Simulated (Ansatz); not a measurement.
**Response to strain in W**

Consider W in the bcc (W type) structure (space group Im-3m, No. 229; a = 3.135 Å; relaxed with 0.1 eV smearing). Axes: x, y, z lie along the cube axes.

Strains are applied to the cell and any free atomic positions relax; under biaxial strain the out-of-plane vector relaxes too.

Level of theory: LDA (Ansatz, a first-principles code), no spin-orbit coupling.

Notes on the quantities. in-plane stress: mean in-plane stress (compression positive).

| case | in-plane stress | shortest interatomic distance |
|---|---|---|
| base | – | 2.715 Å |
| biaxial strain −2.50 %, plane normal [001], relaxed out of plane | +16.2 GPa | 2.690 Å |
| biaxial strain −1.50 %, plane normal [001], relaxed out of plane | +9.5 GPa | 2.700 Å |
| biaxial strain −1.00 %, plane normal [001], relaxed out of plane | +6.3 GPa | 2.705 Å |
| biaxial strain −0.50 %, plane normal [001], relaxed out of plane | +3.1 GPa | 2.710 Å |
| biaxial strain +0.50 %, plane normal [001], relaxed out of plane | -3.0 GPa | 2.721 Å |
| biaxial strain +1.00 %, plane normal [001], relaxed out of plane | -5.9 GPa | 2.727 Å |
| biaxial strain +2.00 %, plane normal [001], relaxed out of plane | -11.4 GPa | 2.738 Å |
| biaxial strain +2.50 %, plane normal [001], relaxed out of plane | (withheld) | (withheld) |
| biaxial strain +3.00 %, plane normal [001], relaxed out of plane | -16.6 GPa | 2.751 Å |

Question: Fill in the withheld entries from the trend.

Answer: 
- biaxial strain +2.50 %, plane normal [001], relaxed out of plane, in-plane stress: -14.1 GPa
- biaxial strain +2.50 %, plane normal [001], relaxed out of plane, shortest interatomic distance: 2.744 Å

Stability against distortions was not tested. The final runs are not spin-polarised.
